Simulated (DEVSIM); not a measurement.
System: Schottky contact on n-type Si, at 300 K.

```csv
layer (left to right),material,thickness (μm),Nd (cm⁻³),τn (s),τp (s)
1,Si,0.930,4.2e15,1.1e-7,1.1e-7
```

Left contact: Schottky, work function 4.51 eV, emission velocity 5.7e6 cm/s. Right contact: ohmic. Voltage is applied to the left contact. Recombination: SRH at mid-gap. Mobility is constant in doping.

Constants are typed, rounded textbook-type inputs, not results; the design itself was drawn at random and stands for no fabricated device. Values at 300 K; Nc and Nv go as T^1.5, mobilities as T to minus their exponent, the gap by Varshni's rule with the affinity fixed.

| parameter | Si |
|---|---|
| gap (eV) | 1.124 |
| affinity (eV) | 4.05 |
| permittivity | 11.7 |
| Nc (cm⁻³) | 2.86e19 |
| Nv (cm⁻³) | 3.1e19 |
| μn (cm²/Vs) | 1417 |
| μp (cm²/Vs) | 470 |
| T exponent of μn | 2.3 |
| T exponent of μp | 2.2 |
| Varshni α (eV/K) | 0.000473 |
| Varshni β (K) | 636 |

Model (solved in DEVSIM): 1D drift-diffusion, Boltzmann statistics, complete ionisation; no tunnelling, impact ionisation, image-force lowering or self-heating. Metal contacts follow the ideal Schottky-Mott rule: no Fermi-level pinning, no interface dipoles.

The temperature was swept, all else fixed.

```
temperature (K)  largest field in the device at zero bias (V/cm)  potential step across the device at zero bias (V)
---------------  -----------------------------------------------  -------------------------------------------------
250                                                          ___                                              0.276
300                                                        16000                                              0.232
350                                                        14000                                              0.187
400                                                        12000                                              0.141
450                                                         8700                                              0.094
500                                                         4900                                              0.047
```

### Question
Fill in the missing entries.

### Answer

- 250, largest field in the device at zero bias (V/cm): 18000
